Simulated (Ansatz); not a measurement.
A relaxation of the atoms of Sc (P4mm, 4 atoms in the cell) with Ansatz (an electronic-structure program).

Method of the run: LDA (PW92), default PAW files made with PBE (plane waves; Ansatz).

The change in words: one atom moved by 0.15 angstrom; relax: default → atoms; relax.f_tol: default → 0.02 eV/Å. Reference geometry:
```xyz
4
Lattice="5.4389 0.0000 0.0000 0.0000 5.4389 0.0000 0.0000 0.0000 3.4455" Properties=species:S:1:pos:R:3 pbc="T T T"
Sc     2.7195     2.7195     0.0000
Sc     0.0000     0.0000     0.0000
Sc     2.7195     0.0000     1.8353
Sc     0.0000     2.7195     1.6102
```

Reference input (self-consistent single point, DFT, LDA (PW92), plane waves, default PAW files made with PBE): basis.ecutwfc = 420 eV; kpoints.mp_grid.grid = 6 6 10; hamiltonian.xc = lda; hamiltonian.pseudopotentials = {kind: paw} (the program's default PAW files); scf.occupations.method = gaussian; scf.occupations.width = 0.1 eV. This run's input differs from it in these lines:

```diff
@@ -8,3 +8,3 @@
     - { symbol: Sc, position: [0.000000, 0.000000, 0.000000] }
-    - { symbol: Sc, position: [0.500000, 0.000000, 0.532660] }
+    - { symbol: Sc, position: [0.500000, 0.000000, 0.576195] }
     - { symbol: Sc, position: [0.000000, 0.500000, 0.467340] }
@@ -23,2 +23,4 @@
     width: 0.1 eV
+relax:
+  f_tol: 0.02
 output:
```

The program printed (abridged):

```
   [... SCF lines of the steps left out ...]
relax step   1: F+E_penalty+E_count = -8355.30369046 eV  Δ(F+E_penalty+E_count) = +0.000e0 eV  max|allowed force component| = 5.635e-1 eV/Å  Δτ_max = 0.0000 Å  (6 SCF iters, dr2 threshold 1.00e-5 eV, accepted)
relax step   2: F+E_penalty+E_count = -8355.36923014 eV  Δ(F+E_penalty+E_count) = -6.554e-2 eV  max|allowed force component| = 2.039e-1 eV/Å  Δτ_max = 0.1964 Å  (6 SCF iters, dr2 threshold 1.98e-5 eV, accepted)
relax step   3: F+E_penalty+E_count = -8355.37777776 eV  Δ(F+E_penalty+E_count) = -8.548e-3 eV  max|allowed force component| = 6.364e-3 eV/Å  Δτ_max = 0.0641 Å  (6 SCF iters, dr2 threshold 2.60e-6 eV, accepted)
relax step   4: F+E_penalty+E_count = -8355.37777777 eV  Δ(F+E_penalty+E_count) = -1.036e-8 eV  max|allowed force component| = 6.347e-3 eV/Å  Δτ_max = 0.0000 Å  (6 SCF iters, accepted)
the relaxation is at rest under the 8 symmetry operations that the run kept from its start: a minimum is not shown …
Stability not checked: this state was not tested for a lower state beside it, because too few of the mixer's solves of this state at the end of the SCF gave a …
Free energy (F): -8355.377778 eV
Internal energy: -8355.317359 eV  (E = F + TS)
E sigma→0 (E₀):  -8355.347568 eV
Entropy (-TS):   -0.060419 eV (-15.105 meV/atom)
Fermi energy:    8.712092 eV
--- Forces (eV/Å), atoms counted from 1 ---
  atom   1  Sc     0.00000000     0.00000000    -0.00185465
   [... lines left out ...]
  F+E_penalty+E_count = -8355.37777777 eV   max|allowed force component| = 6.347e-3 eV/Å
  atoms:
    - { symbol: Sc, position: [0.5, 0.5, 0.01096018632148192] }
    - { symbol: Sc, position: [1.4163988656536051e-34, 0.0, 0.01096018632148192] }
    - { symbol: Sc, position: [0.5, 0.0, 0.5117432663345625] }
    - { symbol: Sc, position: [1.4163988656536051e-34, 0.5, 0.5098713610224738] }
```

The run converged.  The full log also holds: “iter 5 did not close the SCF: its close was put off for the readings that it lacked (scf_convergence_deferred on its scf_iter line)”. The full log also holds: “iter 5 did not close the SCF: its close was put off for the readings that it lacked (scf_convergence_deferred on its scf_iter line)”.

Summary of the result:
| Quantity | Value |
|---|---|
| Free energy E − TS (on the zero of these files) | -8355.3778 eV |
| Fermi level (on the code's own zero) | 8.71 eV |
| Pressure | -5.72 GPa |
| Largest force (vector length) | 0.006 eV/Å |
| Relaxation steps | 4 |

The starting cell comes from a database of computed structures (which also holds hypothetical and non-ambient phases and stackings), without a prior relaxation at this level. Its lattice was rescaled by up to half a per cent. For this run, on top of that: one atom moved by 0.15 angstrom. The relaxation keeps the symmetry of its start, so its end need not be a minimum. Ansatz's pressure includes its estimate of the finite-basis (Pulay) stress.

Cost on one core of a shared machine: roughly 50 s.

Keys are those of Ansatz 0.2.
